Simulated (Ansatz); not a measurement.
# How a calculation on ScOs3 (I4/mmm, 4 atoms in the cell) responds to its settings

```
CELL_PARAMETERS angstrom
     -1.94743     1.94743     4.33779
      1.94743    -1.94743     4.33779
      1.94743     1.94743    -4.33779
ATOMIC_POSITIONS crystal
  Os 0.50000 0.50000 0.00000
  Os 0.75000 0.25000 0.50000
  Os 0.25000 0.75000 0.50000
  Sc 0.00000 0.00000 0.00000
```

Base run A: revPBE, default PAW files made with PBE run with Ansatz (an electronic-structure program), self-consistent single point.

Its settings: basis.ecutwfc = 420 eV; kpoints.mp_grid.grid = 13 13 13; hamiltonian.xc = revpbe; hamiltonian.pseudopotentials = {kind: paw} (the program's default PAW files); scf.occupations.method = methfessel_paxton; scf.occupations.width = 0.136 eV.

The starting cell was generated: these elements placed on a structure prototype, without a prior relaxation; it need not be a known phase or ordering of this composition. Its lattice was rescaled by a random factor within 2.5 % of one. Spin polarisation is off. In the base run, with a pressure of about -11 GPa the cell is away from its equilibrium volume at this level. Ansatz's pressure includes its estimate of the finite-basis (Pulay) stress.

ΔF is the free energy per atom less that of run A. 

The first pressure column holds Ansatz's estimate of the finite-basis (Pulay) stress, which hides part of the cutoff error; the other is without it.

In some runs the Pulay estimate is large (up to 67 GPa), a sign of a cutoff far from converged.

Run A gave: pressure (GPa) -11.04; pressure at a fixed set of plane waves (GPa) -11.11.

Runs:
- B: lattice scaled by 0.97
- C: lattice scaled by 0.97; basis.ecutwfc: 420 eV → 250 eV
- D: lattice scaled by 0.985
- E: lattice scaled by 0.985; basis.ecutwfc: 420 eV → 250 eV
- F: lattice scaled by 1.015
- G: lattice scaled by 1.015; basis.ecutwfc: 420 eV → 250 eV
- H: lattice scaled by 1.03
- I: lattice scaled by 1.03; basis.ecutwfc: 420 eV → 250 eV
- J: basis.ecutwfc: 420 eV → 250 eV

### Question
What does run I change against A?

### Answer
The free energy goes up by 1.12 eV/atom and the pressure goes from -11.04 to -28.06 GPa.

### Question
What does run F change against A?

### Answer
The free energy goes up by 70.8 meV/atom and the pressure goes from -11.04 to -18.81 GPa.

### Question
What does run H change against A?

### Answer
The free energy goes up by 177 meV/atom and the pressure goes from -11.04 to -24.84 GPa.

| run | ΔF (meV/atom) | pressure (GPa) | pressure at a fixed set of plane waves (GPa) |
|---|---|---|---|
| A | 0.00 | -11.04 | -11.11 |
| B | -7.9 | 11.18 | 11.10 |
| C | 914.8 | 13.35 | -53.71 |
| D | -28.8 | -1.18 | -1.26 |
| E | 888.8 | -0.45 | -63.16 |
| F | 70.8 | -18.81 | -18.87 |
| G | 994.8 | -21.00 | -76.27 |
| H | 177.0 | -24.84 | -24.89 |
| I | 1115.1 | -28.06 | -80.63 |
| J | 917.7 | -11.74 | -70.57 |

Keys are those of Ansatz 0.2.
